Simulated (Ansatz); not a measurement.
## Effective masses and thermopower of InP under load (space group R3m)

Data:

```
CELL_PARAMETERS angstrom
     -0.02305     2.93760     2.93760
      2.93760    -0.02305     2.93760
      2.93760     2.93760    -0.02305
ATOMIC_POSITIONS crystal
  In 0.99934 0.99934 0.99934
  P  0.25066 0.25066 0.25066
```

Method: r2SCAN with spin-orbit coupling, rigid bands (plane waves, PAW; Ansatz, a first-principles code). Condition of this run: biaxial stress in (111) of -1 GPa (compression positive) (the target of the relaxation). Geometry: cell and atoms relaxed with PBEsol, then loaded as said.

| Property | Value |
|---|---|
| band gap | 0.99 eV |
| electron conductivity mass (300 K, dilute) | 0.086 mₑ |
| hole conductivity mass (300 K, dilute) | 0.44 mₑ |
| effective density of states N_c (300 K) | 5.9e17 cm⁻³ |
| effective density of states N_v (300 K) | 1.2e19 cm⁻³ |
| density-of-states mass, electrons | 0.082 mₑ |
| density-of-states mass, holes | 0.61 mₑ |
| Seebeck coefficient, n-type 1e19 cm⁻³, 300 K | -57 μV/K |
| Seebeck coefficient, p-type 1e19 cm⁻³, 300 K | 289 μV/K |
| best p-type power factor at 300 K for τ = 10 fs (best axis; densities from 1e16 to 1e21 cm⁻³ tried, whether or not they can be reached) | 13.2 μW/(cm·K²) at 3e20 cm⁻³ |

Rigid bands; masses and Seebeck coefficients take one relaxation time τ for all states and one kind of carrier; polarons and phonon drag are left out. Geometry: cell and atoms relaxed with PBEsol.
